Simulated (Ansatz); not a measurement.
**TiTe2 under a change: biaxial strain −1.06 %, plane normal [001], relaxed out of plane**

Base system: TiTe₂ in the CdI2 type structure (space group P-3m1, No. 164; a = 3.6178 Å, c = 6.2248 Å; layered, stacked along the Cartesian z axis). Axes: x lies along a and z along c of the hexagonal cell.

Modification: biaxial strain −1.06 %, plane normal [001], relaxed out of plane (Cartesian); in-plane vectors clamped, the third vector and the atoms free.

Method: plane-wave PAW DFT at the PBEsol-D3(BJ) level (Ansatz, a quantum-chemistry and plane-wave program, 420 eV), no spin-orbit coupling. Γ-centred 15×15×8 mesh, Fermi–Dirac width 0.05 eV.

```csv
quantity,base,changed,shift
space group,P-3m1 (No. 164),P-3m1 (No. 164),–
"pressure (mean of the normal stresses, compression positive)",0.0 GPa,0.8 GPa,+0.8 GPa
band gap,zero,zero,–
out-of-plane strain (rough),–,+0.74 %,–
```

Final structure (turned so that z lies along the plane normal):

```yaml
crystal:
  lattice:
    - [3.57940, 0.00000, 0.00000]
    - [1.78970, 3.09986, 0.00000]
    - [0.00000, 0.00000, 6.27078]
  atoms:
    - { symbol: Ti, position: [0.00000, 0.00000, 0.00000] }
    - { symbol: Te, position: [0.33333, 0.33333, 0.27852] }
    - { symbol: Te, position: [0.66667, 0.66667, 0.72148] }
```

Without a gap, meshes like the base's 15×15×8 leave anisotropic stresses uncertain by several tenths of a GPa, and small strain energies with them. No phonon test of stability was made. The final runs are not spin-polarised.
